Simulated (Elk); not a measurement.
# Elk run on CuI (F-43m, 2 atoms in the cell): self-consistent single point

Computed with PBE, all-electron FP-LAPW, Elk's shipped species files, default APW+lo basis in Elk.

Input:

```
tasks
  0

xctype
  20

rmtscf
  0.93

swidth
  0.000367493

maxscl
  100

scale
  1.889726125

avec
    0.0000000000    3.0250000000    3.0250000000
    3.0250000000    0.0000000000    3.0250000000
    3.0250000000    3.0250000000    0.0000000000

sppath
  'species/'

atoms
  2
  'Cu.in'
  1
  0.0000000000  0.0000000000  0.0000000000    0.0 0.0 0.0
  'I.in'
  1
  0.2500000000  0.2500000000  0.2500000000    0.0 0.0 0.0

ngridk
  5 5 5
```

The program printed (abridged):

```
│ Elk code version 10.2.4 │

All units are atomic (Hartree, Bohr, etc.)

│ Ground-state run starting from atomic densities │

Lattice vectors :
   0.000000000       5.716421528       5.716421528
   5.716421528       0.000000000       5.716421528
   5.716421528       5.716421528       0.000000000

Unit cell volume      :    373.5964441
Brillouin zone volume :   0.6639522868

Muffin-tin inner radius fraction :   0.1000000000E-01

Nuclei treated as point charges

Species :    1 (Cu)
 parameters loaded from : Cu.in
 name : copper
 nuclear charge    :   -29.00000000
 electronic charge :    29.00000000
 atomic mass :    115837.2717
 muffin-tin radius :    2.232000000
 number of radial points in muffin-tin :    497
 atomic positions (lattice), magnetic fields (Cartesian) :
   1 :   0.00000000  0.00000000  0.00000000    0.00000000  0.00000000  0.00000000

Species :    2 (I)
 parameters loaded from : I.in
 name : iodine
 nuclear charge    :   -53.00000000
 electronic charge :    53.00000000
 atomic mass :    231332.6970
 muffin-tin radius :    2.418000000
 number of radial points in muffin-tin :    597
 atomic positions (lattice), magnetic fields (Cartesian) :
   1 :   0.25000000  0.25000000  0.25000000    0.00000000  0.00000000  0.00000000

Total number of atoms per unit cell :    2

Spin treatment :
 spin-unpolarised

Number of Bravais lattice symmetries :   48
Number of crystal symmetries         :   24
Crystal has no inversion symmetry
Complex Hermitian eigensolver will be used

k-point grid :      5     5     5
k-point offset :    0.000000000       0.000000000       0.000000000
k-point set is reduced with full crystal symmetry group
Total number of k-points :       14

Muffin-tin radius times maximum |G+k| :    7.000000000
 using average radius
Maximum |G+k| for APW functions       :    3.010752688
Maximum (1/2)|G+k|²                   :    4.532315875
Maximum |G| for potential and density :    12.00000000
 potential will be trimmed for |G| > 2 gkmax
Constant for pseudocharge density :    7
Radial integration step length :    4

G-vector grid sizes :     32    32    32
Number of G-vectors :    10969

Maximum angular momentum used for
 APW functions                      :    8
 outer part of muffin-tin           :    6
 inner part of muffin-tin           :    1

Total nuclear charge    :   -82.00000000
Total core charge       :    48.00000000
Total valence charge    :    34.00000000
Total excess charge     :    0.000000000
Total electronic charge :    82.00000000

Effective Wigner radius, rₛ :    1.028411105

Number of empty states         :    8
Total number of valence states :   25
Total number of core states    :   48

Total number of local-orbitals :   32

Exchange-correlation functional :     20     0     0
 Perdew-Burke-Ernzerhof, Phys. Rev. Lett. 77, 3865 (1996)
 gradient requirement :    1
 generalised gradient approximation (GGA)

Smearing type :    3
 Fermi-Dirac
Smearing width :   0.3674930000E-03
Effective electronic temperature (K) :    116.0451112

Mixing type :    3
 Broyden mixing, J. Phys. A: Math. Gen. 17, L317 (1984)

Kohn-Sham potential initialised from atomic data

│ Self-consistent loop started │
│ Loop number : 1 │
 total energy                :     -8771.81234176
│ Loop number : 2 │
 total energy                :     -8772.23555581
RMS change in Kohn-Sham potential (target) :   0.2172742556     (  0.1000000000E-05)
Absolute change in total energy (target)   :   0.4232140470     (  0.1000000000E-03)
│ Loop number : 3 │
 total energy                :     -8772.41578543
RMS change in Kohn-Sham potential (target) :   0.2109059081     (  0.1000000000E-05)
Absolute change in total energy (target)   :   0.2860331288     (  0.1000000000E-03)
│ Loop number : 4 │
 total energy                :     -8773.73690556
RMS change in Kohn-Sham potential (target) :   0.1496335283     (  0.1000000000E-05)
Absolute change in total energy (target)   :    1.392628411     (  0.1000000000E-03)
│ Loop number : 5 │
 total energy                :     -8770.59795501
RMS change in Kohn-Sham potential (target) :   0.1750633426     (  0.1000000000E-05)
Absolute change in total energy (target)   :    2.790793447     (  0.1000000000E-03)
│ Loop number : 6 │
 total energy                :     -8772.32624772
RMS change in Kohn-Sham potential (target) :   0.8885268979E-01 (  0.1000000000E-05)
Absolute change in total energy (target)   :    1.030594351     (  0.1000000000E-03)
│ Loop number : 7 │
 total energy                :     -8773.45048102
RMS change in Kohn-Sham potential (target) :   0.2375190098E-01 (  0.1000000000E-05)
Absolute change in total energy (target)   :    1.381881890     (  0.1000000000E-03)
│ Loop number : 8 │
 total energy                :     -8773.88180607
RMS change in Kohn-Sham potential (target) :   0.9976832279E-02 (  0.1000000000E-05)
Absolute change in total energy (target)   :   0.7767955171     (  0.1000000000E-03)
│ Loop number : 9 │
 total energy                :     -8774.14031857
RMS change in Kohn-Sham potential (target) :   0.3121041875E-02 (  0.1000000000E-05)
Absolute change in total energy (target)   :   0.4527113769     (  0.1000000000E-03)
│ Loop number : 10 │
 total energy                :     -8774.24833964
RMS change in Kohn-Sham potential (target) :   0.2462514616E-03 (  0.1000000000E-05)
Absolute change in total energy (target)   :   0.2211989156     (  0.1000000000E-03)
│ Loop number : 11 │
 total energy                :     -8774.26585594
RMS change in Kohn-Sham potential (target) :   0.2542272603E-03 (  0.1000000000E-05)
Absolute change in total energy (target)   :   0.7281602933E-01 (  0.1000000000E-03)
│ Loop number : 12 │
 total energy                :     -8774.26273407
RMS change in Kohn-Sham potential (target) :   0.1773365833E-03 (  0.1000000000E-05)
Absolute change in total energy (target)   :   0.1508214405E-01 (  0.1000000000E-03)
│ Loop number : 13 │
 total energy                :     -8774.25759306
RMS change in Kohn-Sham potential (target) :   0.4814068793E-04 (  0.1000000000E-05)
Absolute change in total energy (target)   :   0.1370474019E-02 (  0.1000000000E-03)
│ Loop number : 14 │
 total energy                :     -8774.25607662
RMS change in Kohn-Sham potential (target) :   0.9037948426E-05 (  0.1000000000E-05)
Absolute change in total energy (target)   :   0.1859057389E-02 (  0.1000000000E-03)
│ Loop number : 15 │
 total energy                :     -8774.25571820
RMS change in Kohn-Sham potential (target) :   0.1415101921E-05 (  0.1000000000E-05)
Absolute change in total energy (target)   :   0.8231872816E-03 (  0.1000000000E-03)
│ Loop number : 16 │
 total energy                :     -8774.25565093
RMS change in Kohn-Sham potential (target) :   0.1359471036E-05 (  0.1000000000E-05)
Absolute change in total energy (target)   :   0.2730668293E-03 (  0.1000000000E-03)
│ Loop number : 17 │
 total energy                :     -8774.25565500
RMS change in Kohn-Sham potential (target) :   0.1104535225E-06 (  0.1000000000E-05)
Absolute change in total energy (target)   :   0.6420331192E-04 (  0.1000000000E-03)
Convergence targets achieved

│ Loop number : 18 │

Energies :
 Fermi                       :     0.161854715536
 sum of eigenvalues          :     -5289.04664116
 electron kinetic            :      9228.35696054
 core electron kinetic       :      8854.14005822
 Coulomb                     :     -17753.1250170
 Coulomb potential           :     -14192.2662887
 nuclear-nuclear             :     -725.144436287
 electron-nuclear            :     -19863.6948728
 Hartree                     :      2835.71429209
 Madelung                    :     -10656.9918727
 xc potential                :     -325.137313051
 exchange                    :     -245.273595819
 correlation                 :     -4.21399722157
 electron entropic           :    -0.771574682151E-12
 total energy                :     -8774.25564953

Density of states at Fermi energy :   0.2722002446E-06
 (states/Hartree/unit cell)

Estimated indirect band gap :   0.4015531382E-01
 from k-point      1 to k-point      1
Estimated direct band gap   :   0.4015531382E-01
 at k-point      1

Charges :
 core                        :    48.00000000
 valence                     :    34.00000000
 interstitial                :    3.811579551
 muffin-tins (core leakage)
  species :    1 (Cu)
   atom    1                 :    27.81952978     (  0.4215371564E-03)
  species :    2 (I)
   atom    1                 :    50.36889067     (  0.5882384203E-03)
 total in muffin-tins        :    78.18842045
 total calculated charge     :    81.99106918
 total charge                :    82.00000000
 error                       :   0.8930819569E-02

│ Self-consistent loop stopped │
```

The run converged in 18 iterations. The count includes the last loop, which Elk runs after its targets are met.

The starting cell has typed, rounded lattice constants, without a prior relaxation at this level. Spin-orbit coupling is off. Values depend on the basis (sphere radii, cutoffs, local orbitals), which need not be converged.
